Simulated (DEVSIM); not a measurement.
## Schottky contact on n-type Si

Structure: Schottky contact on n-type Si, at 300 K.

| layer (left to right) | material | thickness (μm) | Nd (cm⁻³) | τn (s) | τp (s) |
|---|---|---|---|---|---|
| 1 | Si | 2.00 | 4.5e15 | 1.9e-6 | 1.9e-6 |

Left contact: Schottky, work function 4.74 eV, emission velocity 7.3e6 cm/s. Right contact: ohmic. Voltage is applied to the left contact. Recombination: SRH at mid-gap, radiative. Gap narrowing is on: ΔEg = 6.92 meV × (l + √(l² + 0.5)), l = ln(N/1.3e17 cm⁻³), shared equally by both band edges. Mobility is μmin + (μ − μmin)/(1 + (N/Nref)^α).

The device is made up for the run: typed textbook-type constants, with dimensions and the other settings drawn at random. Values at 300 K.

| parameter | Si |
|---|---|
| gap (eV) | 1.124 |
| affinity (eV) | 4.05 |
| permittivity | 11.7 |
| Nc (cm⁻³) | 2.86e19 |
| Nv (cm⁻³) | 3.1e19 |
| μn (cm²/Vs) | 1417 |
| μp (cm²/Vs) | 470 |
| μn,min | 52 |
| μp,min | 45 |
| Nref,n | 9.7e16 |
| Nref,p | 2.2e17 |
| αn | 0.68 |
| αp | 0.72 |
| B (cm³/s) | 4.7e-15 |

Model (solved in DEVSIM): 1D drift-diffusion, Boltzmann statistics, complete ionisation; no tunnelling, impact ionisation, image-force lowering or self-heating. Metal contacts follow the ideal Schottky-Mott rule: no Fermi-level pinning, no interface dipoles.

* **Potential step across the device at zero bias**: 0.463 V
* **Largest field in the device at zero bias**: 25000 V/cm
* **Dark forward voltage at 1 A/cm²**: 0.251 V
* **Dark forward voltage at 100 A/cm²**: 0.397 V

Dark reverse current:

```csv
V (V),J (A/cm²)
-0.20,-7.2e-5
-0.50,-7.4e-5
-1.00,-7.7e-5
-1.50,-7.8e-5
-2.00,-7.9e-5
-3.00,-8.0e-5
-4.00,-8.1e-5
-5.00,-8.1e-5
-6.50,-8.2e-5
-8.00,-8.2e-5
-10.00,-8.3e-5
```

Small-signal capacitance in reverse bias (quasi-static):

```
V (V)  C (nF/cm²)
-----  ----------
-0.2         24.2
-0.5         20.0
-1           16.1
-1.5         13.9
-2           12.4
-3           10.4
-4           9.17
-5           8.29
-6.5         7.34
-8           6.65
-10          5.98
```
